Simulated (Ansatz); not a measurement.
Cubic perovskite CsSnI3 (cubic high-temperature phase)

These are rVV10 in Ansatz (PAW) values and carry that method's errors.

Numerical settings: plane-wave cutoff 520 eV, 6×6×6 k mesh, Fermi–Dirac smearing 0.01 eV, scalar-relativistic PAW data made under PBE.

Cell: relaxed at this level.

```yaml
equilibrium_volume_per_atom: 48.27 Å³/atom
bulk modulus B0: 18.2 GPa
equilibrium_lattice_constant_a: 6.226 Å
band_gap: 0.38 eV
direct gap at Γ: 3.92 eV
pressure derivative B′ of the bulk modulus: 4.6
```

Note: the relaxation could not lower the start's symmetry, so the cell can be a saddle point above a distorted one.

Spin–orbit coupling is not included; with these elements it can move the gap by several tenths of an eV or more.

The computed numbers hold no vibrational or temperature effects.

Ansatz is a first-principles code.
